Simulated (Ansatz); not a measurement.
**The (20-23) surface of hcp Hf in its 1x1 cell, outermost plane spacing 0.18 Å in the ideal cut**

Level of theory: r2SCAN, at the PBE geometry (plane waves to 500 eV, PAW; Ansatz, a program for electronic structure).

Slab: 20 atoms, 9.8 Å thick at the start (thin: gaps and levels are the slab's own); k 12x3x1, smearing 0.1 eV, dipole-corrected; single point; on the structure that PBE left under its start's symmetry; no spin, no spin-orbit, no U.

The surface energy (mean of both faces) is 2.06 J/m^2 and the work function of the top face is 3.77 eV. The cost comes out as about 16 core-minutes (a rough figure).
